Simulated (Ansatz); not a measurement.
```yaml
crystal:
  lattice:
    - [3.83953, 0.01113, 0.00000]
    - [0.01113, 3.83953, 0.00000]
    - [0.00000, 0.00000, 3.83953]
  atoms:
    - { symbol: Tl, position: [0.00000, 0.00000, 0.00000] }
    - { symbol: Br, position: [0.50000, 0.50000, 0.50000] }
```

No spin polarisation.

Computed with LDA (Ansatz, a quantum-chemistry and plane-wave program, PAW, spin-orbit coupling left out). Γ-centred 9×9×9 mesh, Fermi–Dirac width 0.05 eV.

Question: Predict the band gap and electron mass.

Answer: 
```json
{
  "band_gap": "1.36 eV",
  "electron_mass": "0.12 mₑ along k, 0.19 mₑ across (at X)"
}
```

With Tl present, leaving out spin-orbit coupling can change the band edges. The cells carry an imposed strain or load. Effective masses come from finite differences of ±0.01 Å⁻¹. Along k means along the line from Γ to the band edge. No phonon test of stability was made. The cell was made from TlBr in the CsCl type structure (space group Pm-3m, No. 221) by this change: tensor shear ε_xy = +0.29 %.
